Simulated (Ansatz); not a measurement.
The starting structures come from a database of crystals and need not be the phases stable at ambient conditions.

By PBEsol, the system below comes out a metal.

Here is the system:

```yaml
crystal:
  lattice:
    - [4.36547, 0.00000, 0.00000]
    - [-2.18273, 3.78060, 0.00000]
    - [2.18273, 1.26020, 1.78219]
  atoms:
    - { symbol: Mg, position: [0.00000, 0.00000, 0.00000] }
    - { symbol: Rh, position: [0.00000, 0.50000, 0.50000] }
```

The cell is taken as given; by PBEsol it stands under a pressure of -0.5 GPa.

The current flows along the normal of the first two printed cell vectors, the (111) plane of the conventional cell. No spin-orbit coupling; the value is a mean over 0.1 eV about the Fermi level.

Task: Give the ballistic conductance per area that PBEsol in Ansatz (an electronic-structure program) yields.

Result: 1.00 × 10¹⁵ S/m² for both spins.
